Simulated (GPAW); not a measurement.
# Predicting one run from its neighbours: the energy against the cutoff, Nb (Im-3m, 1 atom in the cell)

```
Nb
1.0
   -1.65825     1.65825     1.65825
    1.65825    -1.65825     1.65825
    1.65825     1.65825    -1.65825
Nb
1
Direct
  0.00000   0.00000   0.00000
```

Method: PBE, GPAW PAW datasets PBE (gpaw-data 1.0.1) (plane waves; GPAW).

Base settings: mode = pw; ecut = 600 eV; xc = PBE; kpts = 5 5 5; mesh shift (steps) = 0 0 0; occupations.name = fermi-dirac; occupations.width = 0.1 eV; nbands = -5; convergence.density = 1e-05 e/electron; convergence.energy = 1e-05 eV/electron.

The last step of the ladder, which sets the zero, is ecut = 1440 eV.

The starting cell has typed, rounded lattice constants, without a prior relaxation at this level. Its lattice was rescaled by up to half a per cent. Spin polarisation is off. Without a gap this mesh is coarse (it stands for a supercell whose shortest vector is 14 Å).

An empirical form for the window shown: the miss falls exponentially with the largest wave vector, which goes as √cutoff: ln(ΔF) = a + b·√cutoff.

| ecut | √cutoff (√eV) | F less the last step's (meV/atom) | ln of it |
|---|---|---|---|
| 270 eV | 16.432 | 156.31 | 5.052 |
| 300 eV | 17.321 | 89.97 | 4.499 |
| 330 eV | 18.166 | ? | ? |
| 360 eV | 18.974 | 27.90 | 3.329 |
| 420 eV | 20.494 | 10.92 | 2.391 |

**Question.** Fit the line to the 4 rows given and predict the withheld one.

**Answer.** Means: x̄ = 18.305, ȳ = 3.8177. Σ(x − x̄)(y − ȳ) = -6.432 and Σ(x − x̄)² = 9.716, so b = -0.6620 and a = ȳ − b·x̄ = 15.936; ΔF halves for each 1.05 in √cutoff. The largest residual of the fitted rows is 0.046. At x = 18.166 the line gives 3.910, that is 49.9 meV/atom. The run gave 49.49 meV/atom, a miss of 0.41 meV/atom (1 %). The table is a window of a longer ladder. The rows were chosen because the form fits them, the withheld one included, so this shows the method and is no test of the form.

Left out of this page: 10 runs of the series outside the window shown, repeating another row's setting, or not comparable.
